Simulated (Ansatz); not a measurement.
The structure below was relaxed with Ansatz (an electronic-structure program), PBE, PAW, cutoff 420 eV, no spin-orbit coupling, at pressure 22.5 GPa.

```
BN
1.0
    2.50798     0.00000     0.00000
   -1.25399     2.17197     0.00000
    0.00000     0.00000     4.14918
B N
2 2
Direct
  0.33333   0.66667   0.00040
  0.66667   0.33333   0.50040
  0.33333   0.66667   0.37460
  0.66667   0.33333   0.87460
```

Q: Find the space group and the Wyckoff positions.

A: Space group P6₃mc (No. 186); a = b = 2.508 Å, c = 4.149 Å, α = β = 90.00°, γ = 120.00°

```csv
atom,site,symmetry,x,y,z
B,2b,3m.,0.3333,0.6667,0.0004
N,2b,3m.,0.3333,0.6667,0.3746
```

Q: Describe the coordination.

A: The crystal has 4 atoms in its conventional cell. Conventional cell: a = 2.508 Å, b = 2.508 Å, c = 4.149 Å, α = 90.00°, β = 90.00°, γ = 120.00°. B has 4 N at 1.539–1.553 Å (tetrahedral). N is surrounded by 4 B at 1.539–1.553 Å (tetrahedral). (Neighbours: up to the widest gap in distance over summed covalent radii, below 1.35, at either atom.)

Load acts through the strain it causes; cell and atoms are relaxed under it. Whether these cells are dynamically stable was not tested. Competing high-pressure phases were not computed. The cell was made from BN in the wurtzite structure (space group P6_3mc, No. 186) by this change: pressure 22.5 GPa.
